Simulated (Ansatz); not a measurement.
# Hypothetical rock salt CrGe: point defects

Consider a 16-atom supercell of CrGe in the rock salt structure (space group Fm-3m, No. 225; a = 4.934 Å; ferromagnetic; a hypothetical phase, not in the database extracts checked) at its relaxed geometry.

One neutral defect a cell, atoms relaxed at fixed cell.

Computed with DFT with PBEsol, PAW potentials and a 420 eV plane-wave cutoff in Ansatz (an electronic-structure program), no SOC, earlier PAW set.

```json
[
 {"change": "perfect supercell", "pressure": "0.0 GPa", "energy gained by relaxation": "–", "largest displacement of a host atom from its site in the perfect cell": "–"},
 {"change": "Cd on a Ge site, symmetric start", "pressure": "4.1 GPa", "energy gained by relaxation": "0.72 eV", "largest displacement of a host atom from its site in the perfect cell": "0.14 Å"},
 {"change": "Ti on a Cr site, symmetric start", "pressure": "2.4 GPa", "energy gained by relaxation": "0.14 eV", "largest displacement of a host atom from its site in the perfect cell": "0.06 Å"},
 {"change": "Mo on a Cr site, symmetric start", "pressure": "2.7 GPa", "energy gained by relaxation": "0.13 eV", "largest displacement of a host atom from its site in the perfect cell": "0.05 Å"}
]
```

Other magnetic orders, which the real material may have, were not ruled out. In so small a cell the defect repeats every few ångströms: this is an ordered compound, not a dilute defect. The defect started on the symmetric site and kept its symmetry, so it may sit on a saddle.
